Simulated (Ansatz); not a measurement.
Results of r²SCAN (plane waves, PAW; Ansatz, a first-principles code) for Si (Fmmm, No. 69, 4 atoms in the cell; start mp-109; another form than the element's usual one).

Numerical settings: plane-wave cutoff 560 eV, 16×16×16 k mesh, Fermi–Dirac smearing 0.05 eV, scalar-relativistic PAW data made under PBE.

Cell (relaxed at this level):

```cif
data_Si4
_chemical_formula_sum 'Si4'
_space_group_name_H-M_alt 'P 1'
_space_group_IT_number 1
_cell_length_a 5.33645
_cell_length_b 5.22476
_cell_length_c 3.63513
_cell_angle_alpha 71.529
_cell_angle_beta 68.223
_cell_angle_gamma 40.248
loop_
_space_group_symop_operation_xyz
  'x, y, z'
loop_
_atom_site_label
_atom_site_type_symbol
_atom_site_fract_x
_atom_site_fract_y
_atom_site_fract_z
_atom_site_occupancy
Si1 Si 0.72938 0.27062 0.72938 1
Si2 Si 0.27062 0.72938 0.27062 1
Si3 Si 0.77452 0.77452 0.22548 1
Si4 Si 0.22548 0.22548 0.77452 1
```

Task: Give the computed bulk modulus B0.

Result: 
- bulk modulus B0: 94.7 GPa

The run finds no gap.

Note: the bulk modulus is −V dP/dV from two relaxed cells at ±2 % in volume; the relaxation could not lower the start's symmetry, so the cell can be a saddle point above a distorted one.

Cost on a shared machine: roughly 7 core-minutes.

A start named mp-… is a Materials Project structure, which need not be a measured phase.
